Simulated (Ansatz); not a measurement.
Antifluorite K2S was calculated with LC-ωPBE in Ansatz (PAW).

Numerical settings: plane-wave cutoff 460 eV, 6×6×6 k mesh, Fermi–Dirac smearing 0.01 eV, scalar-relativistic PAW data made under PBE.

Results at a series of volumes:

```csv
V (Å³/atom),E − E_lowest (meV/atom)
31.986,5.83
33.073,0.66
33.670,0.00
34.512,1.35
35.353,5.08
```

Question: What bulk modulus B0 and pressure derivative B′ does a third-order Birch–Murnaghan fit give?

Answer: V0 = 33.652 Å³/atom, B0 = 20.7 GPa, B′ = 4.4 (fit to the energies at full precision).

Measured, for comparison: equilibrium volume per atom 33.65 Å³/atom (temperature not stated, no zero-point or thermal correction; as tabulated in Syrotyuk et al. (2015), arXiv:1510.06546). Computed (rounded) less measured: equilibrium volume per atom 0.0 %.

Static lattice: no zero-point or thermal effects.

The result took around 15 core-minutes (rough).

Ansatz is a quantum-chemistry and plane-wave program.
